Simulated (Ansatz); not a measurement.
By PBEsol, the system below comes out a metal.

A figure of merit of an interconnect metal is its ballistic conductance per area.

Data:

```
WC
1.0
    2.91659     0.00000     0.00000
   -1.45830     2.52584     0.00000
    0.00000     0.00000     2.83944
W C
1 1
Direct
  0.00000   0.00000   0.00000
  0.66667   0.33333   0.50000
```

The cell is taken as given; by PBEsol it stands under a pressure of -6.5 GPa.

The current flows along the normal of the first two printed cell vectors, the (001) plane of the conventional cell. No spin-orbit coupling; the value is a mean over 0.1 eV about the Fermi level.

Problem. Predict the ballistic conductance per area from PBEsol run with Ansatz (a first-principles code).

Solution. 0.25 × 10¹⁵ S/m² for both spins.
